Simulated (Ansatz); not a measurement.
Where the default PAW files enter, the runs use the earlier of Ansatz's two default sets.

Given:

```
CdTe
1.0
    4.64161     0.00000     0.00000
    0.00000     4.64161     0.00000
    2.32081     2.32081     3.28212
Cd Te
1 1
Cartesian
  0.00000   0.00000   0.00000
  4.64161   2.32081   1.64106
```

Space group of this cell: F-43m, zinc blende. The cell is taken as given.

The numbers are results of r2SCAN (plane waves, PAW; Ansatz, a program for electronic structure), not measurements.

The current runs along the normal of the first two printed vectors; no spin-orbit coupling. Scaled by the factor s: the length along the current (ions clamped). Meshes 10×10×10 and 8×8 across the current in all rows.

| s | mean pressure (GPa) | band gap (eV) |
|---|---|---|
| 0.97 | 1.2 | ? |
| 1.00 | -0.1 | 1.15 |
| 1.03 | -1.2 | 1.02 |

Question: Take the slope of the band gap against ln s from the two given rows, extrapolate to s = 0.97, and say what the run there gives.

Answer: Slope = (1.02 − 1.15) / ln 1.03 = -4.40 eV. The line gives 1.15 + (-4.40) × ln 0.97 = 1.28 eV. The run gives 1.18 eV, 0.10 eV under the line, 78 % of the predicted step.
